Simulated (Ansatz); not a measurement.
**A constructed model of the (111) surface of fcc Ir, a layer of Os in place of the third plane (bottom of the slab: a bare face, its two planes held)**

Level of theory: PBE (plane waves to 420 eV, PAW; Ansatz, an electronic-structure program).

Set-up: 6 atoms, 11.2 Å thick at the start with caps and adatoms (thin: gaps and levels are the slab's own); mesh 16x16x1; 0.1 eV smearing; dipole correction on; 2 atoms held, the rest relaxed; held to the start's symmetry, so lower structures may exist; no spin, no spin-orbit, no U. In PBE it lies 0.11 eV a 1x1 cell over the lowest computed structure of the same composition (a layer of Os in place of the second plane).

```
Quantity                                         Result
-----------------------------  ------------------------
work function of the top face                   5.52 eV
energy released by relaxation                  0.030 eV
cost                           roughly 2.8 core-minutes
```
